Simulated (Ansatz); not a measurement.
For B2O3 (Cmc2₁, No. 36, 10 atoms in the cell; start mp-717; high-pressure phase), PBEsol in Ansatz (plane waves, PAW) gives:

| Quantity | Value |
|---|---|
| cohesive energy | 7.16 eV/atom |
| band gap | 8.41 eV |

What does r²SCAN in Ansatz (plane waves, PAW) give for the same quantities?


- cohesive energy: 6.71 eV/atom (drops by 0.45 eV/atom)
- band gap: 9.36 eV (grows by 0.95 eV)

Changes are worked out from the printed values.

Unless a cell is named, each level is at its own relaxed cell (PBEsol 7.48, r²SCAN 7.45 Å³/atom).

Density-functional gaps are differences of (generalised) Kohn–Sham levels.

Caveats: the relaxation could not lower the start's symmetry, so the cell can be a saddle point above a distorted one (PBEsol, r²SCAN). Ansatz's density-functional and Hartree–Fock values are scalar-relativistic unless marked +SOC, with PAW data made under PBE.

A start named mp-… is a Materials Project structure, which need not be a measured phase.

Ansatz is a first-principles code.
